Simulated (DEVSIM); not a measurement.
System: illuminated Si p-on-n cell, one wavelength, at 300 K.

```
layer (left to right)  material  thickness (μm)  Nd (cm⁻³)  Na (cm⁻³)  τn (s)  τp (s)  absorption coefficient (cm⁻¹)
---------------------  --------  --------------  ---------  ---------  ------  ------  -----------------------------
1                            Si           0.540          -     1.2e19  3.2e-8  2.3e-6                           3100
2                            Si            57.0     5.4e16          -  2.9e-6  2.9e-6                           3100
```

Left contact: ohmic, minority electron recombination velocity 60000 cm/s. Right contact: ohmic, minority hole recombination velocity 70 cm/s. Voltage is applied to the left contact. Recombination: SRH at mid-gap, radiative, Auger. Light enters at the left, 2.4e17 photons cm⁻² s⁻¹, one pass, no reflection. Mobility is constant in doping. Where it depends on doping, it is μmin + (μ − μmin)/(1 + (N/Nref)^α).

Constants are typed, rounded textbook-type inputs, not results; the design itself was drawn at random and stands for no fabricated device. Values at 300 K; Nc and Nv go as T^1.5, mobilities as T to minus their exponent, the gap by Varshni's rule with the affinity fixed. The table also holds parameters that only a changed run uses.

```tsv
parameter	Si
gap (eV)	1.124
affinity (eV)	4.05
permittivity	11.7
Nc (cm⁻³)	2.86e19
Nv (cm⁻³)	3.1e19
μn (cm²/Vs)	1417
μp (cm²/Vs)	470
μn,min	52
μp,min	45
Nref,n	9.7e16
Nref,p	2.2e17
αn	0.68
αp	0.72
T exponent of μn	2.3
T exponent of μp	2.2
B (cm³/s)	4.7e-15
Cn (cm⁶/s)	2.8e-31
Cp (cm⁶/s)	9.9e-32
Varshni α (eV/K)	0.000473
Varshni β (K)	636
```

Simulated with DEVSIM: 1D drift-diffusion, Boltzmann statistics, complete ionisation; no tunnelling, impact ionisation, image-force lowering or self-heating.

Base results: open-circuit voltage (V) 0.641; short-circuit current (mA/cm²) 37.0; dark forward voltage at 100 A/cm² (V) 0.883; potential step across the device at zero bias (V) 0.937.

Q: What follows from this one change: minority lifetime in layer 2 2.9e-06 → 2.9e-05 s?

A: open-circuit voltage 0.641 → 0.674 V; short-circuit current 37.0 → 38.0 mA/cm²; dark forward voltage at 100 A/cm² 0.883 → 0.891 V; potential step across the device at zero bias little changed (0.937 V).

Q: What follows from this one change: temperature 300 → 350 K?

A: open-circuit voltage 0.641 → 0.534 V; short-circuit current 37.0 → 36.8 mA/cm²; dark forward voltage at 100 A/cm² 0.883 → 0.819 V; potential step across the device at zero bias 0.937 → 0.879 V.

Q: What follows from this one change: photon flux 2.4e+17 → 2.4e+18 cm^-2 s^-1?

A: open-circuit voltage 0.641 → 0.701 V; short-circuit current 37.0 → 370 mA/cm²; dark forward voltage at 100 A/cm² little changed (0.883 V); potential step across the device at zero bias little changed (0.937 V).

Q: What follows from this one change: doping-dependent mobility in place of the constant one?

A: open-circuit voltage little changed (0.643 V); short-circuit current 37.0 → 35.3 mA/cm²; dark forward voltage at 100 A/cm² 0.883 → 0.895 V; potential step across the device at zero bias little changed (0.937 V).
